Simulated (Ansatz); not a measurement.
Take MoS2 (space group P6_3/mmc, No. 194; a = 3.1493 Å, c = 12.0895 Å; layered, stacked along the Cartesian z axis) as the base. Axes: x lies along a and z along c of the hexagonal cell.

All numbers come from plane-wave PAW DFT at the PBE-D3(BJ) level (Ansatz, a quantum-chemistry and plane-wave program, 420 eV), no SOC.

For the base:

```
Quantity                                     Result
-------------------  ------------------------------
Smallest direct gap                         1.70 eV
Gap character        indirect, Γ → K–Γ (44 % along)
```

Now apply this change: tensile biaxial strain of 3.00 % in the plane normal to [001], as in epitaxy on a mismatched substrate; the out-of-plane cell vector and the atoms relax.

Task: What happens to the smallest direct gap?

Result: The smallest direct gap drops by 0.30 eV (1.70 eV → 1.40 eV).

Task: Estimate the effect on the ratio −ε⊥/ε∥.

Result: The ratio −ε⊥/ε∥ amounts to 0.32.

Task: What does the calculation give for the gap character after the change?

Result: The gap character becomes indirect, Γ → K (base: indirect, Γ → K–Γ (44 % along)).

No phonon test of stability was made.
